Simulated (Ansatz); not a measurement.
System: B20 (FeSi-type) CoSi. Method: PBEsol (Ansatz, an electronic-structure program, plane waves, PAW).

Settings: plane-wave cutoff 520 eV, 12×12×12 k mesh, Fermi–Dirac smearing 0.05 eV, no spin polarisation, scalar-relativistic PAW data made under PBE.

Shape and atoms are relaxed at each volume.

Pressure at four volumes; x = ln(V/10.545 Å³). One pressure is withheld.

```
V (Å³/atom)        x  P (GPa)
-----------  -------  -------
10.123       -0.0408    10.83
10.545        0.0000     0.00
10.756        0.0198    -4.55
10.967        0.0392        ?
```

Pass a parabola P(x) through the three rows shown, estimate the bulk modulus and its pressure derivative near zero pressure, and predict the withheld pressure.

Slopes between the rows: (0.00 − (10.83))/(0.0000 − (-0.0408)) = -265.44 and (-4.55 − (0.00))/(0.0198 − (0.0000)) = -229.80 GPa. Their difference over the span 0.0606 is c = 35.64/0.0606 = 588.1 GPa, so P(x) = 10.83 + (-265.44)(x − (-0.0408)) + 588.1 (x − (-0.0408))(x − (0.0000)). At the middle row B = −dP/dx = −[-265.44 + 588.1 × 0.0408] = 241.4 GPa, and B′ = dB/dP = 2c/B = 4.9. At x = 0.0392 the parabola gives -8.56 GPa; the run gives -8.60 GPa. The Birch–Murnaghan fit to the energies at all volumes has B0 = 241 GPa and B′ = 4.7.

Measured, for comparison: bulk modulus 207 GPa (temperature not stated, no zero-point or thermal correction; as tabulated in Electronic Structure of B20 (FeSi-Type) Transition-Metal Monosilicides …). Computed less measured: bulk modulus +16 %.
